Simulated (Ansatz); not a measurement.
## AlRu, response to strain

Base system: AlRu in the CsCl type structure (space group Pm-3m, No. 221; a = 2.9770 Å; relaxed with 0.1 eV smearing).

Strains are applied to the cell and any free atomic positions relax.

Method: Kohn–Sham DFT with the PBEsol functional, run in Ansatz (a first-principles code) with PAW and 420 eV plane waves, scalar-relativistic without spin-orbit coupling.

Notes on the quantities. energy relative to the base: free energy F.

```
change                     pressure  energy relative to the base  shortest interatomic distance
------------------------  ---------  ---------------------------  -----------------------------
base                        0.0 GPa                   0 meV/atom                        2.578 Å
isotropic strain −3.00 %          …                            …                        2.501 Å
isotropic strain −2.50 %   19.6 GPa                 +55 meV/atom                        2.514 Å
isotropic strain −1.50 %   10.9 GPa                 +19 meV/atom                        2.540 Å
isotropic strain −1.00 %    7.0 GPa                +8.4 meV/atom                        2.552 Å
isotropic strain +0.50 %   -3.2 GPa                +2.0 meV/atom                        2.591 Å
isotropic strain +1.00 %   -6.1 GPa                +7.8 meV/atom                        2.604 Å
isotropic strain +1.50 %   -8.9 GPa                 +17 meV/atom                        2.617 Å
isotropic strain +2.00 %  -11.4 GPa                 +30 meV/atom                        2.630 Å
isotropic strain +3.00 %  -15.9 GPa                            …                        2.656 Å
```

Q: Some entries are withheld; estimate them.

A: 
- isotropic strain −3.00 %, pressure: 24.4 GPa
- isotropic strain −3.00 %, energy relative to the base: +81 meV/atom
- isotropic strain +3.00 %, energy relative to the base: +66 meV/atom

Whether these cells are dynamically stable was not tested. All final runs are without spin polarisation.
